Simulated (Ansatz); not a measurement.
The starting structures come from a database of crystals and need not be the phases stable at ambient conditions.

 Where the default PAW files enter, the runs use the earlier of Ansatz's two default sets.

The decay constant κ of evanescent states in the gap governs leakage through a thin film.

Consider the following.

```yaml
crystal:
  lattice:
    - [2.88137, 0.00000, 0.00000]
    - [0.00000, 15.43997, 0.00000]
    - [1.44069, 5.14666, 0.83178]
  atoms:
    - { symbol: Na, position: [0.00000, 0.00000, 0.00000] }
    - { symbol: Co, position: [0.00000, 0.50000, 0.00000] }
    - { symbol: O, position: [0.00000, 0.76941, 0.00000] }
    - { symbol: O, position: [0.00000, 0.23059, 0.00000] }
```

Space group of this cell: R-3m. The cell is taken as given; by PBEsol its mean pressure is -1.2 GPa.

Transport runs along the normal of the first two printed cell vectors, the (100) plane of the conventional cell.

The gap is the functional's own, uncorrected, and κ follows it; spin-orbit coupling is left out. Mid-gap values are interpolated between the computed energies.

Question: Estimate the band gap and the smallest decay constant κ at mid-gap that PBEsol (Ansatz, an electronic-structure program) returns for this system.

Answer: Gap 0.85 eV on a 34×34×34 mesh; κ = 0.241 1/Å, at the zone centre.
